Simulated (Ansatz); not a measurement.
The starting structures come from a database of crystals and need not be the phases stable at ambient conditions.

Tunnelling through a barrier is set by its complex band structure: the current falls as exp(−2κd) with the smallest κ.

Given:

```xyz
10
Lattice="5.8271 0.0000 0.0000 -2.9136 5.0464 0.0000 2.9136 1.6821 4.7578" Properties=species:S:1:pos:R:3 pbc="T T T"
Ba     2.9136     5.0464     3.5684
Ba     2.9136     1.6821     1.1895
Zn     0.0000     3.3643     2.3789
Mo     0.0000     0.0000     0.0000
O     -1.5289     4.2470     1.1306
O      7.3560     2.4816     3.6273
O      0.0000     1.5988     1.1306
O      5.8271     5.1297     3.6273
O      1.5289     4.2470     1.1306
O      4.2982     2.4816     3.6273
```

Space group of this cell: Fm-3m. The cell is taken as given; by PBEsol its mean pressure is -9.3 GPa.

Transport runs along the normal of the first two printed cell vectors, the (111) plane of the conventional cell.

No gap correction and no spin-orbit coupling; mid-gap values are interpolated between computed energies.

**Question.** State the band gap and the smallest decay constant κ at mid-gap according to Ansatz (a program for electronic structure) with PBEsol.

**Answer.** Gap 2.15 eV on a 8×8×8 mesh; κ = 0.333 1/Å, at the zone centre.
